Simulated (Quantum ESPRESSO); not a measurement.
Quantum ESPRESSO run on ScNiGe (Pnma, 12 atoms in the cell): self-consistent single point.

Method of the run: LDA (PZ), PSlibrary PAW (LDA) pseudopotentials (plane waves; Quantum ESPRESSO 7.5).

```
CELL_PARAMETERS angstrom
      6.33050     0.00000     0.00000
      0.00000     3.98111     0.00000
      0.00000     0.00000     6.88678
ATOMIC_POSITIONS crystal
  Sc 0.50632 0.75000 0.29286
  Sc 0.49368 0.25000 0.70714
  Sc 0.99368 0.25000 0.79286
  Sc 0.00632 0.75000 0.20714
  Ni 0.81154 0.75000 0.57942
  Ni 0.18846 0.25000 0.42058
  Ni 0.68846 0.25000 0.07942
  Ni 0.31154 0.75000 0.92058
  Ge 0.20336 0.75000 0.59242
  Ge 0.79664 0.25000 0.40758
  Ge 0.29664 0.25000 0.09242
  Ge 0.70336 0.75000 0.90758
```

Reference input (self-consistent single point, DFT, LDA (PZ), plane waves, PSlibrary PAW (LDA) pseudopotentials): ecutwfc = 55 Ry; ecutrho = 440 Ry; occupations = smearing; smearing = cold; degauss = 0.019992 Ry; K_POINTS = automatic 4 7 4 0 0 0; conv_thr = 1e-09 Ry. This run's input differs from it in these lines:

```diff
@@ -12,4 +12,4 @@
  ntyp = 3,
- ecutwfc = 55,
- ecutrho = 440,
+ ecutwfc = 22,
+ ecutrho = 176,
  occupations = 'smearing',
```

Output, abridged:

```
     Self-consistent Calculation

     iteration #  1     ecut=    22.00 Ry     beta= 0.70

     total energy              =   -1965.95059901 Ry
     estimated scf accuracy    <       2.14940824 Ry

     iteration #  2     ecut=    22.00 Ry     beta= 0.70

     total energy              =   -1955.08005578 Ry
     estimated scf accuracy    <     153.34566013 Ry

     iteration #  3     ecut=    22.00 Ry     beta= 0.70

     total energy              =   -1967.25249896 Ry
     estimated scf accuracy    <       1.41266363 Ry

   [... 10 blocks of this kind left out ...]

     iteration # 14     ecut=    22.00 Ry     beta= 0.70

     total energy              =   -1967.23855245 Ry
     estimated scf accuracy    <       0.00000001 Ry

     iteration # 15     ecut=    22.00 Ry     beta= 0.70
     End of self-consistent calculation

     the Fermi energy is    12.3018 ev

!    total energy              =   -1967.23855246 Ry
     estimated scf accuracy    <          8.3E-10 Ry
     smearing contrib. (-TS)   =       0.00166757 Ry
     internal energy E=F+TS    =   -1967.24022003 Ry

     convergence has been achieved in  15 iterations

     Forces acting on atoms (cartesian axes, Ry/au):

     atom    1 type  1   force =     0.01798910    0.00000000   -0.00247188
     atom    2 type  1   force =    -0.01798910    0.00000000    0.00247188
     atom    3 type  1   force =    -0.01798910    0.00000000   -0.00247188
     atom    4 type  1   force =     0.01798910    0.00000000    0.00247188
     atom    5 type  2   force =     0.00456004    0.00000000    0.00572445
   [... lines left out ...]

     Total force =     0.039285     Total SCF correction =     0.000014

          total   stress  (Ry/bohr**3)                   (kbar)     P=    -1681.71
  -0.01151411   0.00000000   0.00000000        -1693.78        0.00        0.00
   0.00000000  -0.01136167   0.00000000            0.00    -1671.36        0.00
   0.00000000   0.00000000  -0.01142037            0.00        0.00    -1679.99

   JOB DONE.
```

The run converged in 15 iterations. Against the reference run the free energy goes up by 3.65 eV/atom, the pressure goes from 2.43 to -168.2 GPa and the largest force goes from 0.084 to 0.467 eV/Å.

The starting cell comes from a database of computed structures (which also holds hypothetical and non-ambient phases and stackings), without a prior relaxation at this level. Its lattice was rescaled by a random factor within 2.5 % of one. Spin polarisation is off. At the lowered cutoff the pressure carries the error of an incomplete plane-wave basis.

Cost on one core of a shared machine: roughly 3 min.
